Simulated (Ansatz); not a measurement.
## Effect of Li interstitial (started 1.99 Å from the nearest host atom) on Pt

Start from an 8-atom supercell of Pt in the fcc (Cu type) structure (space group Fm-3m, No. 225; a = 3.970 Å) at its relaxed geometry.

Modification: one Li atom is added in an open site, starting 1.99 Å from the nearest host atom, atoms relaxed at fixed cell, starting from a slightly rattled geometry.

All numbers come from Ansatz (an electronic-structure program), PBE, PAW, cutoff 420 eV, scalar-relativistic without spin-orbit coupling. Γ-centred 7×7×7 mesh, Fermi–Dirac width 0.05 eV.

```csv
quantity,base,changed,shift
pressure,-0.1 GPa,22.5 GPa,+22.67 GPa
largest displacement of a host atom from its site in the perfect cell,–,0.10 Å,–
final site of the added atom,–,6 Pt at 2.08 Å (octahedral),–
```

Cost of the whole job for the changed cell (relaxation, final SCF and bands): around 16 core-minutes (rough).

The cell is small, so the values are those of an ordered compound at a high defect concentration; dilute-limit values will differ. The final runs are not spin-polarised. The defect cell is not spin-polarised.
